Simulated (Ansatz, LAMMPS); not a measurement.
**Si well of 21 atomic layers along [001] in random Si0.7Ge0.3, Ge share that oscillates in the well**

Cell 16.67 × 16.67 × 66.03 Å, Si698Ge166, 864 atoms. Prepared with Tersoff's 1989 multicomponent potential (SiCGe.tersoff) run with LAMMPS: minimisation. 

That structure was relaxed on with PBE, support functions at accuracy medium on the grid of 370 eV (Ansatz, a first-principles code). Basis: localised support functions (accuracy medium) on a full density matrix. k-points: zone centre alone; occupations: Fermi-Dirac, 0.010 eV; spin polarisation not allowed. Scalar-relativistic, no spin-orbit coupling.

**Question.** What does DFT change in the classical structure?

**Answer.** The energy falls by 0.3 meV an atom over 3 steps; atoms move by 0.011 Å root mean square, 0.03 Å at most.
| quantity | classical minimum | after DFT steps |
|---|---|---|
| 4-fold atoms (%) | 100.0 | 100.0 |
| spread of bond angles (°) | 0.9 | 1.1 |
